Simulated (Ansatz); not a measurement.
This Ansatz (a quantum-chemistry and plane-wave program) input is the reference run, CdIn2Te4 (space group I-4, No. 82), computed with PBEsol in Ansatz (plane waves to 420 eV, PAW, no spin-orbit coupling):

Ansatz 0.2 input:
```yaml
crystal:
  lattice:
    - [-3.1169063654, 3.1169063654, 6.2099858551]
    - [3.1169063654, -3.1169063654, 6.2099858551]
    - [3.1169063654, 3.1169063654, -6.2099858551]
  atoms:
    - { symbol: Cd, position: [0, 0, 0] }
    - { symbol: In, position: [0.5, 0.5, 0] }
    - { symbol: In, position: [0.75, 0.25, 0.5] }
    - { symbol: Te, position: [0.3615715515, 0.4190433769, 0.5024500333] }
    - { symbol: Te, position: [0.5809566231, 0.0834066565, 0.9425281746] }
    - { symbol: Te, position: [0.9165933435, 0.8591215182, 0.4975499667] }
    - { symbol: Te, position: [0.1408784818, 0.6384284485, 0.0574718254] }
basis: { ecutwfc: 420, ecutrho_ratio: 4, xc_grid: 2, fft_grid_basis: typed }
kpoints: { mp_grid: { grid: [8, 8, 8] } }
hamiltonian:
  xc: pbesol
  dispersion: none
  pseudopotentials: { kind: paw }
scf: { occupations: { method: fermi_dirac, width: 0.05 }, convergence: { dr2_threshold: 0.0000000007 } }
output: { forces: true, stress: true }
checkpoint: { write: state.ck, write_every: 1000 }
```

Question: Write the input for this change: every lattice vector is stretched by 1.50 %, atoms relaxed at fixed cell.

Answer: 
Ansatz 0.2 input:
```yaml
crystal:
  lattice:
    - [-3.1636599609, 3.1636599609, 6.3031356429]
    - [3.1636599609, -3.1636599609, 6.3031356429]
    - [3.1636599609, 3.1636599609, -6.3031356429]
  atoms:
    - { symbol: Cd, position: [0, 0, 0] }
    - { symbol: In, position: [0.5, 0.5, 0] }
    - { symbol: In, position: [0.75, 0.25, 0.5] }
    - { symbol: Te, position: [0.3615715515, 0.4190433769, 0.5024500333] }
    - { symbol: Te, position: [0.5809566231, 0.0834066565, 0.9425281746] }
    - { symbol: Te, position: [0.9165933435, 0.8591215182, 0.4975499667] }
    - { symbol: Te, position: [0.1408784818, 0.6384284485, 0.0574718254] }
basis: { ecutwfc: 420, ecutrho_ratio: 4, xc_grid: 2, fft_grid_basis: typed }
kpoints: { mp_grid: { grid: [8, 8, 8] } }
hamiltonian:
  xc: pbesol
  dispersion: none
  pseudopotentials: { kind: paw }
scf: { occupations: { method: fermi_dirac, width: 0.05 }, convergence: { dr2_threshold: 0.0000000007 } }
relax: { f_tol: 0.005, max_steps: 50 }
output: { forces: true, stress: true }
checkpoint: { write: state.ck, write_every: 1000 }
```
This is the input that was run.

The cells carry an imposed strain or load. Whether these cells are dynamically stable was not tested.
